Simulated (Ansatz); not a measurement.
Worked example: self-consistent single point of Ta₂As (P4/nmm, 6 atoms in the cell) in Ansatz (an electronic-structure program)

Level of theory: PBE (plane waves, PAW; Ansatz).

Input as run:

Ansatz 0.2 input:
```yaml
# Ta2As
crystal:
  lattice:
    - [4.14673500, 0.00000000, 0.00000000]
    - [0.00000000, 4.14673500, 0.00000000]
    - [0.00000000, 0.00000000, 6.32727900]
  atoms:
    - { symbol: Ta, position_ang: [0.00000000, 0.00000000, 0.00000000] }
    - { symbol: Ta, position_ang: [2.07336750, 2.07336750, 0.00000000] }
    - { symbol: Ta, position_ang: [2.07336750, 0.00000000, 1.70836533] }
    - { symbol: Ta, position_ang: [0.00000000, 2.07336750, 4.61891367] }
    - { symbol: As, position_ang: [2.07336750, 0.00000000, 4.42909530] }
    - { symbol: As, position_ang: [0.00000000, 2.07336750, 1.89818370] }
basis:
  ecutwfc: 420.0 eV
kpoints:
  mp_grid: { grid: [8, 8, 5] }
hamiltonian:
  xc: pbe
  pseudopotentials: { kind: paw }
scf:
  occupations: { method: methfessel_paxton, width: 0.05 eV }
output:
  forces: true
  eigenvalues: true
  stress: true
```

The program printed (abridged):

```
WARN ansatz: RAYON_NUM_THREADS=1 ignored (pool sized by the plan → 1); use --threads N
Pseudopotentials: kind: paw
Pseudopotential: Ta, paw, valence charge 13
Pseudopotential: As, paw, valence charge 15
Crystal: 6 atoms, lattice volume = 108.800 Å³
Basis set: ecut = 420 eV, 2165 PW (Γ), exchange–correlation on 60×60×90 points (8 copies of the dense FFT grid, shifted against one another)
Bands: 50, of which v1, the nominal top of the filled ones, is band 41 counted from 1 (40 counted from 0)
Symmetry: 16 space group operations
Space group: P4/nmm (ITA 129), of the structure as read, at distance tolerance 4.8e-5 Å
k-points: 45 of 320
Initial density: superposition of atomic densities (neutral atoms: chi_scale 0, normalization atom), corrected by the library's trained network
Initial wavefunctions: pseudopotential atomic-orbital guess
Eigensolver: davidson
Functional: x = pbe(κ = 0.804, μ = 0.2195149727645171), c = pbe(β = 0.06672455060314922)
SCF iter   1: F=—  HF=-49440.010037 eV  |F-HF|=—  |Δ(HF+E_count)|=         —  Δρ=8.32e-3  dr2=1.44e-1  ethr=1.77e-3  ⟨swp⟩=6.5  Hψ=8437  notcnv=0  defer=6
all-band conjugate gradients solve this SCF's bands
preconditioner: auto → Kerker (q_TF=auto, 2.603 Å⁻¹)
SCF iter   2: F=—  HF=-49439.997238 eV  |F-HF|=—  |Δ(HF+E_count)|=   1.28e-2  S|Δr|=    0.00e0  Δρ=4.54e-3  dr2=4.05e-2  ethr=1.75e-4  ⟨swp⟩=1.3  Hψ=2630  notcnv=0  defer=30
SCF iter   3: F=—  HF=-49439.992699 eV  |F-HF|=—  |Δ(HF+E_count)|=   4.54e-3  S|Δr|=    0.00e0  Δρ=5.93e-4  dr2=6.46e-4  ethr=4.94e-5  ⟨swp⟩=2.0  Hψ=2708  notcnv=0  defer=30
SCF iter   4: F=—  HF=-49439.992677 eV  |F-HF|=—  |Δ(HF+E_count)|=   2.17e-5  S|Δr|=    0.00e0  Δρ=1.91e-4  dr2=7.44e-5  ethr=7.88e-7  ⟨swp⟩=2.1  Hψ=2783  notcnv=0  defer=30
SCF iter   5: F=—  HF=-49439.992710 eV  |F-HF|=—  |Δ(HF+E_count)|=   3.26e-5  S|Δr|=    0.00e0  Δρ=5.75e-5  dr2=7.00e-6  ethr=9.08e-8  ⟨swp⟩=2.0  Hψ=3782  notcnv=0  defer=30
SCF iter   6: F=—  HF=-49439.992709 eV  |F-HF|=—  |Δ(HF+E_count)|=   4.69e-7  S|Δr|=    0.00e0  Δρ=2.94e-5  dr2=1.16e-6  ethr=8.54e-9  ⟨swp⟩=2.0  Hψ=3748  notcnv=0  defer=30
SCF iter   7: F=—  HF=-49439.992709 eV  |F-HF|=—  |Δ(HF+E_count)|=   7.04e-7  S|Δr|=    0.00e0  Δρ=9.90e-6  dr2=1.16e-7  ethr=1.42e-9  ⟨swp⟩=2.0  Hψ=3753  notcnv=0  defer=30
SCF iter   8: F=-49439.992709 eV  HF=-49439.992709 eV  |F-HF|=2.50e-9  |Δ(HF+E_count)|=   5.37e-8  S|Δr|=    0.00e0  Δρ=2.16e-6  dr2=4.53e-9  ethr=1.22e-10  ⟨swp⟩=9.2  Hψ=8124  notcnv=0
SCF 1 converged in 8 iterations: F = -49439.992709 eV  dr2 = 4.53e-9
SCF converged after 8 iterations
Stability not checked (fill_not_monotonic)
Free energy (F): -49439.992709 eV
Harris-Foulkes:  -49439.992709 eV  (|F-HF|=2.50e-9)
Internal energy: -49439.992325 eV  (E = F + TS)
E sigma→0 (E₀):  -49439.992613 eV
Entropy (-TS):   -0.000383 eV (-0.064 meV/atom)
Fermi energy:    17.246807 eV
Step filling:    the computed levels leave a gap of 0.0000 eV = 0.0 smearing widths
--- Per-component energies (eV) ---
  E_band       = -791.627795
  E_kinetic    = 1686.958933
  E_local      = -5634.213089  (includes V_loc(G=0)·N_el)
  E_nonlocal   = -1274.775167
  E_hartree    = 2703.399814
  E_xc         = -1036.643963
  E_vxc        = -980.789705  (∫ρ·V_xc dr)
  E_paw        = -37262.432880  (= ΣΔE_a)
  E_vpaw       = 4.390199  (= ΣTr[D̂ρ^β])
  E_aug_tail   = 0.000612  (compensation charges beyond the density's cutoff)
  E_ewald      = -8622.286586
  E_smearing   = -0.000383  (= −TS)
  E_closure    = 0.000000  (closes the sum)
  Σ components = -49439.992709   (vs F -49439.992709, Δ=0.00e0)
--- Forces (eV/Å), atoms counted from 1 ---
  atom   1  Ta    -0.00000000     0.00000000     0.00000000
  atom   2  Ta     0.00000000     0.00000000     0.00000000
  atom   3  Ta     0.00000000     0.00000000     3.92049913
  atom   4  Ta     0.00000000     0.00000000    -3.92049913
  atom   5  As     0.00000000     0.00000000     0.12572486
  atom   6  As     0.00000000     0.00000000    -0.12572486
  max |Σ_I F_I| component: 4.44e-16 eV/Å
--- Stress (GPa, compression-positive) ---
       10.584720       0.000000       0.000000
        0.000000      10.584720       0.000000
        0.000000       0.000000      17.898327
  P = ⅓ Tr σ = 13.0226 GPa (130.226 kbar)
  The stress holds the Pulay correction. Without it, at fixed plane waves, as pw.x and ABINIT print it: P = 12.9723 GPa
--- Band table (eV; the first three rows and the last of 45) ---
  k-point 0: bands = ["-50.4141", "-50.3851", "-49.9798", "-49.9315", "-18.9347", "-18.9338", "-18.9326", "-18.9294", "-18.9161", "-18.9161", "-18.9121", "-18.9121", "-18.9114", "-18.9101", "-17.4336", "-17.4336", "-17.3263", "-17.1397", "-17.1397", [...]
  k-point 1: bands = ["-50.4140", "-50.3853", "-49.9798", "-49.9315", "-18.9347", "-18.9338", "-18.9327", "-18.9292", "-18.9160", "-18.9160", "-18.9125", "-18.9125", "-18.9117", "-18.9103", "-17.4315", "-17.4315", "-17.3279", "-17.1416", "-17.1416", [...]
  k-point 2: bands = ["-50.4137", "-50.3855", "-49.9798", "-49.9315", "-18.9346", "-18.9339", "-18.9330", "-18.9289", "-18.9158", "-18.9158", "-18.9131", "-18.9131", "-18.9121", "-18.9108", "-17.4280", "-17.4280", "-17.3306", "-17.1447", "-17.1447", [...]
  k-point 44: bands = ["-50.3848", "-50.3848", "-49.9704", "-49.9704", "-18.9347", "-18.9347", "-18.9287", "-18.9287", "-18.9163", "-18.9163", "-18.9128", "-18.9128", "-18.9108", "-18.9108", "-17.4901", "-17.4901", "-17.4427", "-17.4427", [...]
```

The run converged in 8 iterations.

The starting cell was generated: these elements placed on a structure prototype, without a prior relaxation; it need not be a known phase or ordering of this composition. Its lattice was rescaled by a random factor within 2.5 % of one. Spin-orbit coupling is off. Spin polarisation is off. With a pressure of about 13 GPa the cell is away from its equilibrium volume at this level. Forces in this geometry exceed 1 eV/Å. Ansatz's pressure includes its estimate of the finite-basis (Pulay) stress.
